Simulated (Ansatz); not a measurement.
# Worked example: self-consistent single point of Cd₃Pt (I4mm, 4 atoms in the cell) in Ansatz

Computed with LDA (PW92), default PAW files made with PBE (plane waves; Ansatz, an electronic-structure program).

Input as run:

Ansatz 0.2 input:
```yaml
# Cd3Pt
crystal:
  lattice:
    - [-2.086380, 2.086380, 4.337258]
    - [2.086380, -2.086380, 4.337258]
    - [2.086380, 2.086380, -4.337258]
  atoms:
    - { symbol: Cd, position: [0.750000, 0.250000, 0.500000] }
    - { symbol: Cd, position: [0.250000, 0.750000, 0.500000] }
    - { symbol: Cd, position: [0.505764, 0.505764, 0.000000] }
    - { symbol: Pt, position: [0.000000, 0.000000, 0.000000] }
basis:
  ecutwfc: 420.0
kpoints:
  mp_grid:
    grid: [7, 7, 7]
hamiltonian:
  xc: lda
  pseudopotentials:
    kind: paw
scf:
  occupations:
    method: fermi_dirac
    width: 0.1
output:
  forces: true
  eigenvalues: true
  stress: true
```

Output (repeated stretches shortened):

```
WARN ansatz: RAYON_NUM_THREADS=1 ignored (pool sized by the plan → 1); use --threads N
Pseudopotentials: kind: paw
Pseudopotential: Cd, paw, valence charge 20
Pseudopotential: Pt, paw, valence charge 18
Crystal: 4 atoms, lattice volume = 75.520 Å³
Basis set: ecut = 420 eV, 1467 PW (Γ)
Bands: 47, of which v1, the nominal top of the filled ones, is band 39 counted from 1 (38 counted from 0)
Symmetry: 8 space group operations
Space group: I4mm (ITA 107), of the structure as read, at distance tolerance 4.2e-5 Å
k-points: 40 of 343 (time reversal used)
PAW frozen core: Cd, regenerated for the run's functional, and the local potential with it
PAW frozen core: Pt, regenerated for the run's functional, and the local potential with it
Initial density: superposition of atomic densities (neutral atoms: chi_scale 0, normalization atom), corrected by the library's trained network
Initial wavefunctions: pseudopotential atomic-orbital guess
Eigensolver: davidson
Functional: x = slater, c = lda
SCF iter   1: F=—  HF=-36599.445545 eV  |F-HF|=—  |Δ(HF+E_count)|=         —  Δρ=1.17e-2  dr2=1.14e-1  ethr=1.77e-3  ⟨swp⟩=6.2  Hψ=6398  notcnv=0  defer=21
all-band conjugate gradients solve this SCF's bands
preconditioner: auto → Kerker (q_TF=auto, 2.743 Å⁻¹)
SCF iter   2: F=—  HF=-36599.420854 eV  |F-HF|=—  |Δ(HF+E_count)|=   2.47e-2  Δρ=4.00e-3  dr2=8.91e-3  ethr=1.46e-4  ⟨swp⟩=2.7  Hψ=3037  notcnv=0  defer=25
SCF iter   3: F=—  HF=-36599.418901 eV  |F-HF|=—  |Δ(HF+E_count)|=   1.95e-3  Δρ=1.58e-3  dr2=1.52e-3  ethr=1.14e-5  ⟨swp⟩=2.6  Hψ=2633  notcnv=0  defer=25
SCF iter   4: F=—  HF=-36599.418559 eV  |F-HF|=—  |Δ(HF+E_count)|=   3.41e-4  Δρ=3.58e-4  dr2=1.46e-4  ethr=1.94e-6  ⟨swp⟩=2.0  Hψ=2683  notcnv=0  defer=25
SCF iter   5: F=—  HF=-36599.418515 eV  |F-HF|=—  |Δ(HF+E_count)|=   4.39e-5  Δρ=1.41e-4  dr2=3.39e-5  ethr=1.88e-7  ⟨swp⟩=2.8  Hψ=3157  notcnv=0  defer=25
SCF iter   6: F=—  HF=-36599.418543 eV  |F-HF|=—  |Δ(HF+E_count)|=   2.79e-5  Δρ=3.95e-5  dr2=1.31e-6  ethr=4.34e-8  ⟨swp⟩=2.2  Hψ=2573  notcnv=0  defer=25
SCF iter   7: F=—  HF=-36599.418543 eV  |F-HF|=—  |Δ(HF+E_count)|=   3.31e-7  Δρ=1.11e-5  dr2=1.31e-7  ethr=1.68e-9  ⟨swp⟩=2.0  Hψ=2745  notcnv=0  defer=25
SCF iter   8: F=-36599.418543 eV  HF=-36599.418543 eV  |F-HF|=8.32e-9  |Δ(HF+E_count)|=   3.49e-8  Δρ=3.18e-6  dr2=1.07e-8  ethr=1.28e-10  ⟨swp⟩=8.2  Hψ=6838  notcnv=0
SCF 1 converged in 8 iterations: F = -36599.418543 eV  dr2 = 1.07e-8
SCF converged after 8 iterations
Free energy (F): -36599.418543 eV
Harris-Foulkes:  -36599.418543 eV  (|F-HF|=8.32e-9)
Internal energy: -36599.386716 eV  (E = F + TS)
E sigma→0 (E₀):  -36599.402630 eV
Entropy (-TS):   -0.031827 eV (-7.957 meV/atom)
Fermi energy:    16.674235 eV
--- Per-component energies (eV) ---
  E_band       = -1279.968134
  E_kinetic    = 2153.287795
  E_local      = -9900.658962  (includes V_loc(G=0)·N_el)
  E_nonlocal   = 326.927676
  E_hartree    = 4511.446937
  E_xc         = -788.188360
  E_vxc        = -968.531284  (∫ρ·V_xc dr)
  E_paw        = -21016.628841  (= ΣΔE_a)
  E_vpaw       = -1913.893460  (= ΣTr[D̂ρ^β])
  E_aug_tail   = 0.000222  (compensation charges beyond the density's cutoff)
  E_ewald      = -11888.336758
  E_core_change = 2.763576  (= ΣΔE_core)
  E_smearing   = -0.031827  (= −TS)
  E_closure    = 0.000000  (closes the sum)
  Σ components = -36599.418543   (vs F -36599.418543, Δ=0.00e0)
--- Forces (eV/Å), atoms counted from 1 ---
  atom   1  Cd     0.00000000    -0.00000000     0.11529125
  atom   2  Cd    -0.00000000     0.00000000     0.11529125
  atom   3  Cd    -0.00000000    -0.00000000    -0.19595064
  atom   4  Pt     0.00000000     0.00000000    -0.03462770
  max |Σ_I F_I| component: 4.15e-6 eV/Å
--- Stress (GPa, compression-positive) ---
       -8.734181       0.000000       0.000000
        0.000000      -8.734181      -0.000000
        0.000000      -0.000000      -8.544539
  P = ⅓ Tr σ = -8.6710 GPa (-86.710 kbar)
  The stress holds the Pulay correction. Without it, at fixed plane waves, as pw.x and ABINIT print it: P = -8.7023 GPa
--- Band table (eV; the first three rows and the last of 40) ---
  k-point 0: bands = ["-85.8624", "-85.8574", "-85.8008", "-81.2582", "-47.0271", "-47.0271", "-47.0030", "-46.9899", "-46.9899", "-46.9545", "-46.9497", "-46.9052", "-46.9052", "-35.3833", "-35.3801", "-35.3801", "6.9755", "7.0783", "7.2450", [...]
  k-point 1: bands = ["-85.8619", "-85.8579", "-85.8009", "-81.2582", "-47.0296", "-47.0195", "-46.9996", "-46.9973", "-46.9892", "-46.9563", "-46.9508", "-46.9054", "-46.9043", "-35.3832", "-35.3805", "-35.3803", "7.0661", "7.2525", "7.3565", [...]
  k-point 2: bands = ["-85.8608", "-85.8589", "-85.8009", "-81.2582", "-47.0341", "-47.0144", "-47.0024", "-46.9921", "-46.9874", "-46.9599", "-46.9538", "-46.9058", "-46.9025", "-35.3832", "-35.3810", "-35.3807", "7.1851", "7.3537", "7.5344", [...]
  k-point 39: bands = ["-85.8620", "-85.8577", "-85.8009", "-81.2582", "-47.0264", "-47.0263", "-46.9967", "-46.9910", "-46.9862", "-46.9611", "-46.9547", "-46.9049", "-46.9046", "-35.3835", "-35.3803", "-35.3801", "6.9642", "7.0939", "7.1388", [...]
```

The run converged in 8 iterations.

The starting cell comes from a database of computed structures (which also holds hypothetical and non-ambient phases and stackings), without a prior relaxation at this level. Its lattice was rescaled by up to half a per cent. One atom was moved a little off its site on purpose. Spin-orbit coupling is off. Spin polarisation is off. With a pressure of about -9 GPa the cell is away from its equilibrium volume at this level. Ansatz's pressure includes its estimate of the finite-basis (Pulay) stress.
